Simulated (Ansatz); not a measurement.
Input and output of a self-consistent single point for VCu3Se4 (R3m, 8 atoms in the cell) (Ansatz, a first-principles code).

Method of the run: LDA (PW92), default PAW files made with PBE (plane waves; Ansatz).

```yaml
crystal:
  lattice:
    - [5.60305, 0.00000, 0.00000]
    - [0.00000, 5.60305, 0.00000]
    - [0.00000, 0.00000, 5.60305]
  atoms:
    - { symbol: V, position: [0.00515, 0.00515, 0.00515] }
    - { symbol: Cu, position: [0.00000, 0.50000, 0.00000] }
    - { symbol: Cu, position: [0.50000, 0.00000, 0.00000] }
    - { symbol: Cu, position: [0.00000, 0.00000, 0.50000] }
    - { symbol: Se, position: [0.24334, 0.24334, 0.24334] }
    - { symbol: Se, position: [0.24334, 0.75666, 0.75666] }
    - { symbol: Se, position: [0.75666, 0.75666, 0.24334] }
    - { symbol: Se, position: [0.75666, 0.24334, 0.75666] }
```

Reference input (self-consistent single point, DFT, LDA (PW92), plane waves, default PAW files made with PBE): basis.ecutwfc = 420 eV; kpoints.mp_grid.grid = 4 4 4; hamiltonian.xc = lda; hamiltonian.pseudopotentials = {kind: paw} (the program's default PAW files); scf.occupations.method = fixed. This run's input differs from it in these lines:

Ansatz 0.2 input:
```diff
@@ -19,3 +19,3 @@
   mp_grid:
-    grid: [4, 4, 4]
+    grid: [7, 7, 7]
 hamiltonian:
```

Output (repeated stretches shortened):

```
SCF iter   1: F=—  HF=-44064.035715 eV  |F-HF|=—  |Δ(HF+E_count)|=         —  Δρ=1.08e-2  dr2=8.94e-2  ethr=1.77e-3  ⟨swp⟩=4.0  Hψ=10918  notcnv=0  defer=408
all-band conjugate gradients solve this SCF's bands
preconditioner: auto → Resta (q_TF=auto, 2.607 Å⁻¹)
SCF iter   2: F=—  HF=-44064.042837 eV  |F-HF|=—  |Δ(HF+E_count)|=   7.12e-3  Δρ=1.10e-2  dr2=1.83e-1  ethr=6.67e-5  ⟨swp⟩=2.5  Hψ=7215  notcnv=0  defer=518
   [... lines left out ...]
SCF iter   6: F=—  HF=-44064.014250 eV  |F-HF|=—  |Δ(HF+E_count)|=   1.28e-5  Δρ=1.36e-4  dr2=3.71e-5  ethr=2.82e-7  ⟨swp⟩=2.0  Hψ=4343  notcnv=0  defer=384
SCF iter   7: F=—  HF=-44064.014256 eV  |F-HF|=—  |Δ(HF+E_count)|=   5.97e-6  Δρ=8.53e-5  dr2=1.82e-5  ethr=2.77e-8  ⟨swp⟩=2.0  Hψ=4715  notcnv=0  defer=384
SCF iter   8: F=—  HF=-44064.014255 eV  |F-HF|=—  |Δ(HF+E_count)|=   6.43e-7  Δρ=1.24e-5  dr2=2.66e-7  ethr=1.36e-8  ⟨swp⟩=1.6  Hψ=3266  notcnv=0  defer=384
SCF iter   9: F=-44064.014255 eV  HF=-44064.014255 eV  |F-HF|=2.51e-8  |Δ(HF+E_count)|=   4.15e-8  Δρ=4.57e-6  dr2=4.52e-8  ethr=7.46e-11  ⟨swp⟩=11.1  Hψ=17833  notcnv=0
SCF 1 converged in 9 iterations: F = -44064.014255 eV  dr2 = 4.52e-8
Free energy (F): -44064.014255 eV
Internal energy: -44064.014255 eV  (E = F + TS)
E sigma→0 (E₀):  -44064.014255 eV
Fermi energy:    7.915384 eV
--- Forces (eV/Å), atoms counted from 1 ---
  atom   1  V     -0.47644248    -0.47644248    -0.47644248
  atom   2  Cu    -0.02613966     0.07255824    -0.02613966
  atom   3  Cu     0.07255824    -0.02613966    -0.02613966
  atom   4  Cu    -0.02613966    -0.02613966     0.07255824
  atom   5  Se    -0.05904491    -0.05904491    -0.05904491
  atom   6  Se    -0.30110622     0.40814848     0.40814848
  atom   7  Se     0.40814848     0.40814848    -0.30110622
  atom   8  Se     0.40814848    -0.30110622     0.40814848
--- Stress (GPa, compression-positive) ---
       -5.199455       0.243483       0.243483
        0.243483      -5.199455       0.243483
        0.243483       0.243483      -5.199455
  P = ⅓ Tr σ = -5.1995 GPa (-51.995 kbar)
  The stress holds the Pulay correction. Without it, at fixed plane waves, as pw.x and ABINIT print it: P = -5.2456 GPa
```

The run converged in 9 iterations. Against the reference run the free energy hardly moves (within 1 meV/atom), the pressure stays at -5.20 GPa, the largest force stays at 0.825 eV/Å and the gap on the mesh goes from 0.763 to 0.859 eV.

The starting cell comes from a database of computed structures (which also holds hypothetical and non-ambient phases and stackings), without a prior relaxation at this level. Its lattice was rescaled by up to half a per cent. One atom was moved a little off its site on purpose. With a pressure of about -5 GPa the cell is away from its equilibrium volume at this level. Ansatz's pressure includes its estimate of the finite-basis (Pulay) stress. Another mesh or the band path of this cell gives a smaller gap, so this value is not converged in the mesh.

Cost on one core of a shared machine: roughly 80 s.
